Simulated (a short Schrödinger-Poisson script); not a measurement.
System: symmetric double-gate stack, SiO2 on p-type Si(100), at 300 K.

| layer | material | thickness (nm) | Na (cm⁻³) |
|---|---|---|---|
| 1 | SiO2 | 1.7 | - |
| 2 | Si | 8 | 1e15 |
| 3 | SiO2 | 1.7 | - |

The device is made up for the run: typed textbook-type constants, with dimensions and the other settings drawn at random. SiO2: permittivity 3.9, conduction-band edge (eV) 3.15, gap (eV) 9, electron mass (mₑ) 0.5. Si: permittivity 11.7, conduction-band edge (eV) 0, gap (eV) 1.124, Nv at 300 K (cm⁻³) 3.1e19.

Channel valleys (confinement mass, in-plane density-of-states mass, number): Δ2 0.916, 0.19, 2; Δ4 0.19, 0.417, 4. At the gates, both at one voltage, the conduction-band edge of layer 1 lies 3.26 eV − eVg above the Fermi level of the channel. Gaps are held at their typed values at every temperature. Mesh 0.03 nm at interfaces.

From a short Schrödinger-Poisson script (our own, NumPy): 1D Poisson equation in equilibrium, electrons quantum, Hartree (BenDaniel-Duke, 12 states a valley, the channel's in-plane mass for all, wave functions free to enter the dielectric), parabolic valleys, classical holes, full ionisation, no traps, pinning or gate leakage.

Problem. List the lowest subbands of each valley and their electrons at Vg = 0.8 V.

Solution. 
```tsv
valley	subband	energy from the Fermi level (meV)	electrons (cm⁻²)	share (%)
Δ2	0	-6.5	3.39e12	25.0
Δ2	1	-5.2	3.28e12	24.2
Δ2	2	47.2	6.14e11	4.5
Δ4	0	28.9	5.09e12	37.6
Δ4	1	75.4	9.51e11	7.0
Δ4	2	202.0	7.29e9	0.1
```

All electrons: 1.35e13 cm⁻².
